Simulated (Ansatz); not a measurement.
Take SiC in the zinc blende structure (space group F-43m, No. 216; a = 4.357 Å) as the base.

All numbers come from Ansatz (a quantum-chemistry and plane-wave program) r2SCAN, spin-orbit coupling left out, earlier PAW set.

Before the change:

* **Band gap**: 1.71 eV
* **Electron mass**: 0.64 mₑ along k, 0.23 mₑ across (at X)
* **Gap character**: indirect, Γ → X
* **Pressure**: 0.00 GPa

It is then changed as follows: every lattice vector is shortened by 4.35 %, atoms relaxed at fixed cell.

Question: Predict the new energy relative to the base, band gap, electron mass, gap character and pressure.

Answer: The energy grows by 142 meV/atom; the band gap drops by 0.10 eV, from 1.71 eV to 1.61 eV; the electron mass changes from 0.64 mₑ along k, 0.23 mₑ across (at X) to 0.61 mₑ along k, 0.22 mₑ across (at X); the gap character is still indirect, Γ → X; the pressure goes from zero to 39.18 GPa.

The cells carry an imposed strain or load. Effective masses come from finite differences of ±0.01 Å⁻¹. Along k means along the line from Γ to the band edge. Whether these cells are dynamically stable was not tested.
